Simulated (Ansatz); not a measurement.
Consider Pt in the fcc (Cu type) structure (space group Fm-3m, No. 225; a = 3.9719 Å; relaxed with 0.1 eV smearing). Axes: x, y, z lie along the cube axes.

Method: PBE (Ansatz, a first-principles code; PAW; 420 eV plane waves; spin-orbit coupling left out), earlier PAW set.

Now apply this change: every lattice vector is stretched by 2.20 %, atoms relaxed at fixed cell.

Q: Predict the stress tensor and what it implies for the stiffness.

A: Stress of the strained cell less that of the base (GPa, compression positive):
```
  -13.4     0.0     0.0
    0.0   -13.4     0.0
    0.0     0.0   -13.4
```

Then B = −ΔP/(ΔV/V₀) with ΔV/V₀ = 0.0675 gives secant stiffness values (nonlinear terms included at this strain): B ≈ 199 GPa.

As a check, the harmonic strain energy −½ V₀ Δσ:ε is 43 meV/atom; the computed energy rise is 48 meV/atom.

No phonon test of stability was made. All final runs are without spin polarisation. Pt lies near a magnetic instability that expansion can trigger; it was not tested.
